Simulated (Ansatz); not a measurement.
The reference is WSe2 in the 2H-MoS2 type structure (space group P6_3/mmc, No. 194; layered, stacked along the Cartesian z axis).

Space group P6₃/mmc (No. 194); a = 3.279 Å, b = 3.279 Å, c = 12.786 Å, α = 90.00°, β = 90.00°, γ = 120.00°

```
atom  site  symmetry       x       y       z
----  ----  --------  ------  ------  ------
W       2c      -6m2  0.3333  0.6667  0.2500
Se      4f       3m.  0.6667  0.3333  0.1183
```

Level of theory: PBE-D3(BJ) (Ansatz, an electronic-structure program; PAW; 420 eV plane waves; no spin-orbit coupling).

One change was made to it. Results:

```csv
quantity,base,after
band gap,0.87 eV,zero
shortest interatomic distance,2.534 Å,2.458 Å
```

### Question
Which change produced these results?
A) pressure −2 GPa
B) pressure 3 GPa
C) pressure 75 GPa
D) pressure 100 GPa
E) pressure 30 GPa

### Answer
E, pressure 30 GPa. For comparison, the shortest interatomic distance in the other runs: pressure −2 GPa gives 2.543 Å; pressure 100 GPa gives 2.370 Å; pressure 75 GPa gives 2.395 Å; pressure 3 GPa gives 2.523 Å.

The mesh was chosen for an insulator and is coarse for the gapless case. Spin-orbit coupling, missing from the scalar runs, can matter with W. Load acts through the strain it causes; cell and atoms are relaxed under it. No phonon test of stability was made. No other phases were tried under pressure. The final runs are not spin-polarised. The zero or small gap of WSe2 under pressure 30 GPa can change with the level of theory.
